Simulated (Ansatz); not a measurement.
Defect migration in zinc-blende GaAs: interstitial Zn, charge state +2. The step: a direct jump of one Zn atom; the atom moves 4.05 Å along (0.50, 0.00, -0.50) of the unit cell; the moving atom starts with neighbours 4 As at 2.54; 6 Ga at 2.96 Å and ends with 4 As at 2.54; 6 Ga at 2.96 Å. A PBE band in Ansatz (plane-wave PAW, one k-point at (0.250, 0.250, 0.250), 64 host sites, 96 SCF runs with any check of the saddle's order, static, no finite-size correction) gives a forward barrier of 0.39 eV. The program found a first-order saddle point. The charge state is imposed; whether it is stable for some Fermi level was not computed. Sites that were not tried may lie lower.

Single points at the band's start and saddle point can refine it. Rough cost of one point, in units of the band's mean SCF on the same machine:

| Level | Cost of one point |
|---|---|
| PBE, a 2×2×2 k-point mesh shifted by half a step | about 4 |
| r2SCAN at 500 eV, one k-point at (0.250, 0.250, 0.250) | under 2 |

Q: Which of these move the barrier by more than 0.1 eV, and how far does each move it?

A: Not one does. PBE, a 2×2×2 k-point mesh shifted by half a step: +0.01 eV; r2SCAN at 500 eV, one k-point at (0.250, 0.250, 0.250): +0.05 eV. Each functional is compared with PBE at the same k-points.

Ansatz is a first-principles code.
